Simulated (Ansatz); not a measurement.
Reference: GaP (F-43m), PBEsol, rigid bands (plane waves, PAW, scalar-relativistic; Ansatz, a first-principles code); axes and stresses refer to this cell.

```xyz
2
Lattice="0.0000 2.7192 2.7192 2.7192 0.0000 2.7192 2.7192 2.7192 0.0000" Properties=species:S:1:pos:R:3 pbc="T T T"
Ga     0.0000     0.0000     0.0000
P      1.3596     1.3596     1.3596
```

- hole conductivity mass = 0.41 mₑ
- electron conductivity mass = 0.34 mₑ
- band gap = 1.45 eV

Q: Change: functional PBE, cell relaxed with it. What happens to hole conductivity mass, electron conductivity mass, band gap?

A: hole conductivity mass goes up to 0.44 mₑ; electron conductivity mass drops to 0.21 mₑ; band gap increases to 1.58 eV.

Masses are for dilute carriers at 300 K, harmonic means over directions unless an axis is named. Spin-orbit coupling is left out unless a row names it.
